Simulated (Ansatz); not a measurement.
Effective masses and thermopower of LiF (P6_3mc)

Input:

```
LiF
1.0
    3.09576     0.00000     0.00000
   -1.54788     2.68101     0.00000
    0.00000     0.00000     4.81190
Li F
2 2
Direct
  0.33333   0.66667   0.38231
  0.66667   0.33333   0.88231
  0.33333   0.66667   0.99268
  0.66667   0.33333   0.49268
```

Method: PBEsol, rigid bands (plane waves, PAW, scalar-relativistic; Ansatz, a first-principles code). How the cell was made: cell and atoms relaxed with PBEsol.

```
Quantity                                                                                                                                                          Result
---------------------------------------------------------------------------------------------------------------------------------------  -------------------------------
band gap                                                                                                                                                         7.60 eV
electron conductivity mass (300 K, dilute)                                                                                               0.85 (x), 0.85 (y), 0.83 (z) mₑ
hole conductivity mass (300 K, dilute)                                                                                                     7.9 (x), 7.9 (y), 1.58 (z) mₑ
effective density of states N_c (300 K)                                                                                                                      2.0e19 cm⁻³
effective density of states N_v (300 K)                                                                                                                      2.3e20 cm⁻³
density-of-states mass, electrons                                                                                                                                0.85 mₑ
density-of-states mass, holes                                                                                                                                     4.3 mₑ
Seebeck coefficient, n-type 1e19 cm⁻³, 300 K                                                                                                                   -276 μV/K
best n-type power factor at 300 K for τ = 10 fs (best axis; densities from 1e16 to 1e21 cm⁻³ tried, whether or not they can be reached)      3.8 μW/(cm·K²) at 1e20 cm⁻³
Seebeck coefficient, p-type 1e19 cm⁻³, 300 K                                                                                                                    487 μV/K
best p-type power factor at 300 K for τ = 10 fs (best axis; densities from 1e16 to 1e21 cm⁻³ tried, whether or not they can be reached)     16.8 μW/(cm·K²) at 3e20 cm⁻³
```

Rigid bands; masses and Seebeck coefficients take one relaxation time τ for all states and one kind of carrier; polarons and phonon drag are left out. Spin-orbit coupling is left out.

Computed structure with no diffraction record at hand here (it may be known, metastable or hypothetical): LiF (P6_3mc).
